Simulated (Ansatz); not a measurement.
The starting structures come from a database of crystals and need not be the phases stable at ambient conditions.

Inside the gap of an insulator the Bloch states are evanescent, with a wavenumber k + iκ along the transport direction.

Here is the system:

```yaml
crystal:
  lattice:
    - [4.51777, 0.00000, 0.00000]
    - [0.00000, 12.75847, 0.00000]
    - [0.00000, 0.00000, 6.09761]
  atoms:
    - { symbol: Rb, position: [0.77198, 0.59542, 0.75000] }
    - { symbol: Rb, position: [0.22802, 0.40458, 0.25000] }
    - { symbol: Rb, position: [0.72802, 0.09542, 0.25000] }
    - { symbol: Rb, position: [0.27198, 0.90458, 0.75000] }
    - { symbol: P, position: [0.32248, 0.67506, 0.25000] }
    - { symbol: P, position: [0.67752, 0.32494, 0.75000] }
    - { symbol: P, position: [0.17752, 0.17506, 0.75000] }
    - { symbol: P, position: [0.82248, 0.82494, 0.25000] }
    - { symbol: O, position: [0.66449, 0.71186, 0.25000] }
    - { symbol: O, position: [0.33551, 0.28814, 0.75000] }
    - { symbol: O, position: [0.83551, 0.21186, 0.75000] }
    - { symbol: O, position: [0.16449, 0.78814, 0.25000] }
    - { symbol: O, position: [0.73466, 0.37998, 0.53978] }
    - { symbol: O, position: [0.26534, 0.62002, 0.46022] }
    - { symbol: O, position: [0.76534, 0.87998, 0.46022] }
    - { symbol: O, position: [0.23466, 0.12002, 0.53978] }
    - { symbol: O, position: [0.23466, 0.12002, 0.96022] }
    - { symbol: O, position: [0.76534, 0.87998, 0.03978] }
    - { symbol: O, position: [0.26534, 0.62002, 0.03978] }
    - { symbol: O, position: [0.73466, 0.37998, 0.96022] }
```

Space group of this cell: Pnma. The cell is taken as given; by r2SCAN its mean pressure is 0.8 GPa.

Transport runs along the normal of the first two printed cell vectors.

No gap correction and no spin-orbit coupling; mid-gap values are interpolated between computed energies.

**Question.** State the band gap and the smallest decay constant κ at mid-gap according to r2SCAN (Ansatz, an electronic-structure program).

**Answer.** Gap 5.65 eV on a 8×4×6 mesh; κ = 0.494 1/Å, at the zone centre.
